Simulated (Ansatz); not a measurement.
Consider the following.

```
CELL_PARAMETERS angstrom
      4.07246     0.08145     0.00000
      0.08145     4.07246     0.00000
      0.00000     0.00000     4.07246
ATOMIC_POSITIONS crystal
  Sc 0.00000 0.00000 0.00000
  Al 0.00000 0.50000 0.50000
  Al 0.50000 0.00000 0.50000
  Al 0.50000 0.50000 0.00000
```

No spin polarisation.

Level of theory: PBEsol (Ansatz, a quantum-chemistry and plane-wave program; PAW; 420 eV plane waves; spin-orbit coupling left out). Γ-centred 14×14×14 mesh, Fermi–Dirac width 0.1 eV.

Q: Predict the stress and band gap.

A: 
- Stress (xx, yy, zz, yz, xz, xy; compression positive): (0.3, 0.3, -0.1, 0.0, 0.0, -3.1) GPa
- Band gap: zero

The cells carry an imposed strain or load. No phonon test of stability was made. The final runs are not spin-polarised. The cell was made from ScAl3 in the Cu3Au type structure (space group Pm-3m, No. 221) by this change: tensor shear ε_xy = +2.00 %.
